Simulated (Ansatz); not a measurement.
GaN (P6_3mc): band-edge transport data

Data:

```xyz
4
Lattice="3.2135 0.0000 0.0000 -1.6067 2.7830 0.0000 0.0000 0.0000 5.1611" Properties=species:S:1:pos:R:3 pbc="T T T"
Ga     0.0000     1.8553    -0.0103
Ga     1.6067     0.9277     2.5702
N      0.0000     1.8553     1.9457
N      1.6067     0.9277     4.5263
```

Method: r2SCAN with spin-orbit coupling, rigid bands (plane waves, PAW; Ansatz, a first-principles code). Condition of this run: biaxial stress in the c plane of -4 GPa (compression positive) (the target of the relaxation). Geometry: cell and atoms relaxed with PBEsol, then loaded as said.

The band gap is 2.25 eV and the electron conductivity mass (300 K, dilute) is 0.192 (x), 0.192 (y), 0.179 (z) mₑ. The hole conductivity mass (300 K, dilute) is 1.75 (x), 1.75 (y), 0.74 (z) mₑ, the effective density of states N_c (300 K) comes out as 2.0e18 cm⁻³ and the effective density of states N_v (300 K) comes out as 4.8e19 cm⁻³. The density-of-states mass, electrons is 0.186 mₑ and the density-of-states mass, holes is 1.53 mₑ. The Seebeck coefficient, n-type 1e19 cm⁻³, 300 K is -108 μV/K. The best n-type power factor at 300 K for τ = 10 fs (best axis; densities from 1e16 to 1e21 cm⁻³ tried, whether or not they can be reached) comes out as 1.76 μW/(cm·K²) at 1e19 cm⁻³, the Seebeck coefficient, p-type 1e19 cm⁻³, 300 K is 392 μV/K and the best p-type power factor at 300 K for τ = 10 fs (best axis; densities from 1e16 to 1e21 cm⁻³ tried, whether or not they can be reached) is 12.3 μW/(cm·K²) at 3e20 cm⁻³.

Rigid bands; masses and Seebeck coefficients take one relaxation time τ for all states and one kind of carrier; polarons and phonon drag are left out. Geometry: cell and atoms relaxed with PBEsol.
